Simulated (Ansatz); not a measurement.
We consider Al2(SO4)3 (R-3, No. 148), described by LDA (PAW; Ansatz, a quantum-chemistry and plane-wave program).

Numerical settings: plane-wave cutoff 520 eV, 6×6×6 k mesh, Fermi–Dirac smearing 0.01 eV, scalar-relativistic PAW data made under PBE.

Cell (relaxed at this level):

```xyz
34
Lattice="3.9769 2.2960 7.1054 -3.9769 2.2960 7.1054 0.0000 -4.5921 7.1054" Properties=species:S:1:pos:R:3 pbc="T T T"
Al     0.0000     0.0000     3.0567
Al     0.0000     0.0000    18.2596
Al     0.0000     0.0000     7.4899
Al     0.0000     0.0000    13.8264
S      1.1588    -2.6175    12.4496
S      1.6874     2.3123    12.4496
S     -2.8463     0.3052    12.4496
S     -1.1588     2.6175     8.8668
S     -1.6874    -2.3123     8.8668
S      2.8463    -0.3052     8.8668
O      0.7001    -3.2183    11.1949
O      2.4370     2.2155    11.1949
O     -3.1372     1.0028    11.1949
O     -0.7001     3.2183    10.1214
O     -2.4370    -2.2155    10.1214
O      3.1372    -1.0028    10.1214
O      1.1832     0.9724     6.4223
O     -1.4337     0.5385     6.4223
O      0.2505    -1.5108     6.4223
O     -1.1832    -0.9724    14.8940
O      1.4337    -0.5385    14.8940
O     -0.2505     1.5108    14.8940
O      2.5186    -2.1117    12.2883
O      0.5695     3.2371    12.2883
O     -3.0881    -1.1253    12.2883
O     -2.5186     2.1117     9.0280
O     -0.5695    -3.2371     9.0280
O      3.0881     1.1253     9.0280
O      0.2489    -1.5105    12.7672
O      1.1837     0.9708    12.7672
O     -1.4326     0.5397    12.7672
O     -0.2489     1.5105     8.5492
O     -1.1837    -0.9708     8.5492
O      1.4326    -0.5397     8.5492
```

### Question
What does this level give for the band gap and smallest direct gap on the k points sampled?

### Answer

- band gap: 6.49 eV
- smallest direct gap on the k points sampled: 6.50 eV

Static lattice: no zero-point or thermal effects.
